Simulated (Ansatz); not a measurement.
Start from TiOs in the CsCl type structure (space group Pm-3m, No. 221).

```
CELL_PARAMETERS angstrom
      3.06143     0.00000     0.00000
      0.00000     3.06143     0.00000
      0.00000     0.00000     3.06143
ATOMIC_POSITIONS crystal
  Ti 0.50000 0.50000 0.50000
  Os 0.00000 0.00000 0.00000
```

Cartesian axes are those of the cell as printed.

Computed with Ansatz (a program for electronic structure), PBEsol, PAW, cutoff 420 eV, without spin-orbit coupling.

Base values:

The shortest interatomic distance is 2.651 Å.

Perturbation: a free-standing slab of 2 layers (4 atoms, 2 a layer) is cut normal to [110], with 15 Å of vacuum and the in-plane cell held at bulk.

Task: What happens to the shortest interatomic distance and excess energy per area of both faces?

Result: The shortest interatomic distance drops by 0.121 Å, from 2.651 Å to 2.530 Å; the excess energy per area of both faces (slab less bulk energy over the cell's area: twice a surface energy) amounts to 5.87 J/m² (uncertain by up to 0.05 J/m²).

The excess energy carries the mismatch between the slab's and the bulk's meshes. Whether these cells are dynamically stable was not tested. All final runs are without spin polarisation.
